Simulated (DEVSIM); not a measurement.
# abrupt In0.53Ga0.47As n-p junction

Structure: abrupt In0.53Ga0.47As n-p junction, at 300 K.

| layer (left to right) | material | thickness (μm) | Nd (cm⁻³) | Na (cm⁻³) | τn (s) | τp (s) |
|---|---|---|---|---|---|---|
| 1 | In0.53Ga0.47As | 97.0 | 1.3e15 | - | 9.1e-10 | 9.1e-10 |
| 2 | In0.53Ga0.47As | 210 | - | 8.5e16 | 9.1e-10 | 9.1e-10 |

Left contact: ohmic. Right contact: ohmic. Voltage is applied to the left contact. Recombination: SRH at mid-gap, radiative. Mobility is μmin + (μ − μmin)/(1 + (N/Nref)^α).

The device is made up for the run: typed textbook-type constants, with dimensions and the other settings drawn at random. Values at 300 K.

```
parameter      In0.53Ga0.47As
-------------  --------------
gap (eV)                 0.74
affinity (eV)            4.51
permittivity             13.9
Nc (cm⁻³)              2.1e17
Nv (cm⁻³)              7.7e18
μn (cm²/Vs)             12000
μp (cm²/Vs)               300
μn,min                    300
μp,min                     10
Nref,n                 1.3e17
Nref,p                 4.9e17
αn                       0.48
αp                        0.4
B (cm³/s)             9.6e-11
```

Simulated with DEVSIM: 1D drift-diffusion, Boltzmann statistics, complete ionisation; no tunnelling, impact ionisation, image-force lowering or self-heating.

```
Item                                                Value
---------------------------------------------  ----------
Potential step across the device at zero bias     0.492 V
Largest field in the device at zero bias       18000 V/cm
Dark forward voltage at 1 A/cm²                   0.306 V
```

Small-signal capacitance in reverse bias (quasi-static):

```tsv
V (V)	C (nF/cm²)
0.1	15.7
0.25	13.8
0.5	11.7
0.75	10.4
1	9.40
1.5	8.08
2	7.20
2.5	6.56
3.25	5.85
4	5.33
5	4.82
```

Dark reverse current:

```
V (V)  J (A/cm²)
-----  ---------
0.10      0.0011
0.25      0.0021
0.50      0.0033
0.75      0.0043
1.00      0.0052
1.50      0.0068
2.00      0.0081
2.50      0.0093
3.25       0.011
4.00       0.012
5.00       0.014
```
